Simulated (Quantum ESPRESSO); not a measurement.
Worked example: self-consistent single point of CaGe2Ru2 (I4mm, 5 atoms in the cell) in Quantum ESPRESSO.

Method: PBEsol, GBRV 1.5 ultrasoft (PBESOL) pseudopotentials (plane waves; Quantum ESPRESSO).

```yaml
crystal:
  lattice:
    - [-2.13697, 2.13697, 4.99934]
    - [2.13697, -2.13697, 4.99934]
    - [2.13697, 2.13697, -4.99934]
  atoms:
    - { symbol: Ca, position: [0.00500, 0.00500, 0.00000] }
    - { symbol: Ge, position: [0.36627, 0.36627, 0.00000] }
    - { symbol: Ge, position: [0.63373, 0.63373, 0.00000] }
    - { symbol: Ru, position: [0.75000, 0.25000, 0.50000] }
    - { symbol: Ru, position: [0.25000, 0.75000, 0.50000] }
```

Reference input (self-consistent single point, DFT, PBEsol, plane waves, GBRV 1.5 ultrasoft (PBESOL) pseudopotentials): ecutwfc = 50 Ry; ecutrho = 400 Ry; occupations = smearing; smearing = gauss; degauss = 0.0073499 Ry; K_POINTS = automatic 5 5 5 0 0 0; conv_thr = 1e-09 Ry; mixing_beta = 0.3. This run's input differs from it in these lines:

```diff
@@ -37,3 +37,3 @@
 K_POINTS automatic
-5 5 5  0 0 0
+10 10 10  1 1 1
```

Output (repeated stretches shortened):

```
     Self-consistent Calculation

     iteration #  1     ecut=    50.00 Ry     beta= 0.30

     negative rho (up, down):  1.426E-01 0.000E+00

     total energy              =    -889.88848948 Ry
     estimated scf accuracy    <       1.33984672 Ry

     iteration #  2     ecut=    50.00 Ry     beta= 0.30

     negative rho (up, down):  1.423E-01 0.000E+00

     total energy              =    -889.85475659 Ry
     estimated scf accuracy    <       0.24289358 Ry

     iteration #  3     ecut=    50.00 Ry     beta= 0.30

     negative rho (up, down):  1.424E-01 0.000E+00

     total energy              =    -889.90142848 Ry
     estimated scf accuracy    <       0.02992344 Ry

   [... 7 blocks of this kind left out ...]

     iteration # 11     ecut=    50.00 Ry     beta= 0.30

     negative rho (up, down):  1.428E-01 0.000E+00

     total energy              =    -889.90363367 Ry
     estimated scf accuracy    <          2.5E-09 Ry

     iteration # 12     ecut=    50.00 Ry     beta= 0.30

     negative rho (up, down):  1.428E-01 0.000E+00
     End of self-consistent calculation

     the Fermi energy is    13.3832 ev

!    total energy              =    -889.90363368 Ry
     estimated scf accuracy    <          4.2E-10 Ry
     smearing contrib. (-TS)   =      -0.00086308 Ry
     internal energy E=F+TS    =    -889.90277060 Ry

     convergence has been achieved in  12 iterations

     negative rho (up, down):  1.428E-01 0.000E+00

     Forces acting on atoms (cartesian axes, Ry/au):

     atom    1 type  1   force =     0.00000000    0.00000000   -0.00524844
     atom    2 type  2   force =     0.00000000    0.00000000   -0.00241617
     atom    3 type  2   force =     0.00000000    0.00000000    0.00408046
     atom    4 type  3   force =     0.00000000    0.00000000    0.00179207
     atom    5 type  3   force =     0.00000000    0.00000000    0.00179207

     Total force =     0.007514     Total SCF correction =     0.000093

     negative rho (up, down):  1.428E-01 0.000E+00
          total   stress  (Ry/bohr**3)                   (kbar)     P=      -35.59
  -0.00025984  -0.00000000   0.00000000          -38.22       -0.00        0.00
   0.00000000  -0.00025984   0.00000000            0.00      -38.22        0.00
   0.00000000   0.00000000  -0.00020616            0.00        0.00      -30.33

   JOB DONE.
```

The run converged in 12 iterations. Against the reference run the free energy goes up by 1.4 meV/atom, the pressure hardly changes (-3.61 to -3.56 GPa) and the largest force moves little (0.136 to 0.135 eV/Å). The full log also holds: “c_bands:  1 eigenvalues not converged”.

The starting cell comes from a database of computed structures (which also holds hypothetical and non-ambient phases and stackings), without a prior relaxation at this level. Its lattice was rescaled by up to half a per cent. One atom was moved a little off its site on purpose. Spin polarisation is off.

Cost on one core of a shared machine: roughly 5 min.
